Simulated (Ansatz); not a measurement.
Take an 8-atom supercell of WC (space group P-6m2, No. 187; a = 2.912 Å, c = 2.836 Å) at its relaxed geometry as the base.

The values are results of r2SCAN in Ansatz (plane waves to 500 eV, PAW, no spin-orbit coupling), not measurements.

For the base:

| Item | Result |
|---|---|
| Mean distance from the defect site to its nearest host atoms | 2.20 Å |
| Pressure | 0.0 GPa |

The change: one C atom is replaced by Be, atoms relaxed at fixed cell, starting from a slightly rattled geometry.

Task: How does this affect the largest displacement of a host atom from its site in the perfect cell?

Result: The largest displacement of a host atom from its site in the perfect cell is 0.10 Å.

Task: Predict the new mean distance from the defect site to its nearest host atoms.

Result: The mean distance from the defect site to its nearest host atoms grows by 0.07 Å to 2.27 Å.

Task: Estimate the effect on the pressure.

Result: The pressure goes from zero to 20.5 GPa.

In so small a cell the defect repeats every few ångströms: this is an ordered compound, not a dilute defect. The final runs are not spin-polarised. The defect cell is not spin-polarised.

Ansatz is a quantum-chemistry and plane-wave program.
